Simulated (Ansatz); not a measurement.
The starting structures come from a database of crystals and need not be the phases stable at ambient conditions.

 Where the default PAW files enter, the runs use the earlier of Ansatz's two default sets.

Tunnelling through a barrier is set by its complex band structure: the current falls as exp(−2κd) with the smallest κ.

```
BaLiF3
1.0
    5.64070     0.00000     0.00000
   -2.82035     4.88499     0.00000
    2.82035     1.62833     2.30281
Ba Li F
1 1 3
Cartesian
  0.00000   0.00000   0.00000
  0.00000   3.25666   1.15140
  1.41018   2.44250   0.00000
  2.82035   0.00000   0.00000
 -1.41018   2.44250   0.00000
```

Space group of this cell: Pm-3m, cubic perovskite. The cell is taken as given.

Transport runs along the normal of the first two printed cell vectors, the (111) plane of the conventional cell.

The gap is the functional's own. No spin-orbit coupling. Mid-gap values are interpolated on the energy grid.

**Question.** Predict the band gap and the smallest decay constant κ at mid-gap from r2SCAN (Ansatz, a quantum-chemistry and plane-wave program).

**Answer.** Gap 7.39 eV on a 14×14×14 mesh; κ = 0.507 1/Å, at the zone centre.
